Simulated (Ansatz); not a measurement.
## Zinc-blende PbS (model structure)

Method: r²SCAN in Ansatz (plane waves, PAW).

Run with plane-wave cutoff 500 eV, 10×10×10 k mesh, Fermi–Dirac smearing 0.05 eV, scalar-relativistic PAW data made under PBE.

Cell (relaxed at this level):

```yaml
crystal:
  lattice:
    - [0.00000, 3.30106, 3.30106]
    - [3.30106, 0.00000, 3.30106]
    - [3.30106, 3.30106, 0.00000]
  atoms:
    - { symbol: Pb, position: [0.00000, 0.00000, 0.00000] }
    - { symbol: S, position: [0.25000, 0.25000, 0.25000] }
```

For zinc-blende PbS (model structure), the band gap is 0.99 eV (on the SCF k mesh).

Note: the relaxation could raise the start's symmetry but not lower it, so the cell can be a saddle point.

Spin–orbit coupling is not included; with these elements it can move the gap by several tenths of an eV or more.

Static lattice: no zero-point or thermal effects.

The result took very roughly 60 core-seconds.

A model structure was made by putting elements into a prototype or built by hand; it is no filed structure, need not be a known phase, and can be a saddle point held by its symmetry.

Ansatz is a first-principles code.
